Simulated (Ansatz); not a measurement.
C on the Ga site + C on the N site + C on the N site in wurtzite GaN (the name describes the start): one set of geometries, relaxed with PBE, evaluated in Ansatz (PAW, plane waves to 420 eV, 500 eV under r2SCAN) with PBE, r2SCAN.

Cell and caveats: 128-site cell; 2×2×2 Γ-centred k-points; start: a built cluster, 3.2 Å across; charged states image-corrected; finite-size errors of tenths of an eV; relaxed from one start, so a lower configuration may exist; flagged in the runs: a host whose relaxation on this sampling wasn't shown to rest.

```
quantity                                                                              PBE  r2SCAN
-----------------------------------------------------------------------------------  ----  ------
host gap (eV)                                                                        1.71    2.12
ε(+1/0) above the VBM (eV), not thermodynamic with PBE                               0.54    0.66
ε(0/−1) above the VBM (eV), not thermodynamic with PBE                               0.53    0.69
neutral formation energy against graphite, alpha gallium, N2 molecule in a box (eV)  8.13    9.39
largest moment on one atom at charge 0 (μB)                                          0.12    0.14
```

PBE narrows the gap by 0.41 eV against r2SCAN, the highest level run, and puts the levels shown 0.14 eV lower above the valence-band maximum on average (from the rounded values).

Ansatz is a first-principles code.
